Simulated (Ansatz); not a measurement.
C (Imma), r2SCAN, rigid bands in Ansatz (a program for electronic structure): Condition of this run: uniaxial stress along [110] of 11 GPa (compression positive) (the target of the relaxation). band gap 4.30 eV, N_c = 3.57e19 cm⁻³ and N_v = 1.27e19 cm⁻³ at 300 K, conductivity masses along z (a = (-0.01, 1.77, 1.78) Å; b = (1.77, -0.01, 1.78) Å; c = (1.76, 1.76, 0.00) Å) of 0.281 mₑ (electrons) and 0.370 mₑ (holes). Take k_BT = 0.02585 eV.

Task: What built-in voltage has an abrupt junction with N_A = 1e17 and N_D = 1e17 cm⁻³, all dopants ionised?

Result: V_bi = E_g/e − (k_BT/e) ln(N_c N_v/(N_A N_D)) = 4.30 − 0.02585 × 10.72 = 4.02 V. It follows the computed gap one for one.

Task: Find the intrinsic carrier density and the intrinsic Fermi level.

Result: n_i = √(N_c N_v) exp(−E_g/2k_BT) = 2.13e19 × exp(−83.17) = 1.6e-17 cm⁻³. The level lies (k_BT/2) ln(N_v/N_c) = -13 meV from mid-gap (positive towards the conduction band). Each 0.1 eV added to the gap lowers n_i by a factor of 6.9.

Task: A film of it is 5 nm thick, with its normal along the direction named. Estimate the confinement energies in an infinite well.

Result: ħ²π²/(2m t²) = 0.376 eV·nm²/(m/mₑ × t²) gives 53.5 meV for electrons and 40.7 meV for holes, so the gap would widen to about 4.39 eV. Finite barriers and nonparabolic bands lower this, and with several valleys or bands the heaviest mass along the normal sets the lowest level, not this average.

Rigid, parabolic bands with the computed gap; masses take one relaxation time for all states. Spin-orbit coupling is left out. Geometry: cell and atoms relaxed with PBEsol.
